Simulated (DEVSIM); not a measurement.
System: illuminated Ge p-on-n cell, one wavelength, with a back-surface field, at 400 K.

```csv
layer (left to right),material,thickness (μm),Nd (cm⁻³),Na (cm⁻³),τn (s),τp (s),absorption coefficient (cm⁻¹)
1,Ge,0.0670,-,1.8e18,2e-5,2.1e-5,410
2,Ge,41.0,2.7e16,-,3.1e-5,3.1e-5,410
3,Ge,1.30,2.9e18,-,3.1e-5,3.1e-5,410
```

Left contact: ohmic, minority electron recombination velocity 6e5 cm/s. Right contact: ohmic, minority hole recombination velocity 200 cm/s. Voltage is applied to the left contact. Recombination: SRH at mid-gap, radiative, Auger. Light enters at the left, 4.3e17 photons cm⁻² s⁻¹, one pass, no reflection. Mobility is μmin + (μ − μmin)/(1 + (N/Nref)^α).

This is a model device: material constants are rounded textbook-type values typed into the input, and sizes, dopings and lifetimes were drawn at random. Values at 300 K; Nc and Nv go as T^1.5, mobilities as T to minus their exponent, the gap by Varshni's rule with the affinity fixed.

```
parameter               Ge
----------------  --------
gap (eV)             0.664
affinity (eV)            4
permittivity            16
Nc (cm⁻³)          1.04e19
Nv (cm⁻³)             6e18
μn (cm²/Vs)           3900
μp (cm²/Vs)           1900
μn,min                 150
μp,min                 100
Nref,n              2.6e17
Nref,p                4e17
αn                    0.56
αp                     0.6
T exponent of μn      1.66
T exponent of μp      2.33
B (cm³/s)          6.4e-14
Cn (cm⁶/s)           1e-31
Cp (cm⁶/s)           1e-31
Varshni α (eV/K)  0.000477
Varshni β (K)          235
```

Simulated with DEVSIM: 1D drift-diffusion, Boltzmann statistics, complete ionisation; no tunnelling, impact ionisation, image-force lowering or self-heating.

Q: Give the dark forward current.

A: 
```json
[
 {"V (V)": "0.05", "J (A/cm²)": "0.31"},
 {"V (V)": "0.10", "J (A/cm²)": "1.6"},
 {"V (V)": "0.15", "J (A/cm²)": "6.7"},
 {"V (V)": "0.20", "J (A/cm²)": "25"},
 {"V (V)": "0.25", "J (A/cm²)": "81"},
 {"V (V)": "0.30", "J (A/cm²)": "240"},
 {"V (V)": "0.35", "J (A/cm²)": "630"},
 {"V (V)": "0.40", "J (A/cm²)": "1500"},
 {"V (V)": "0.45", "J (A/cm²)": "3500"}
]
```
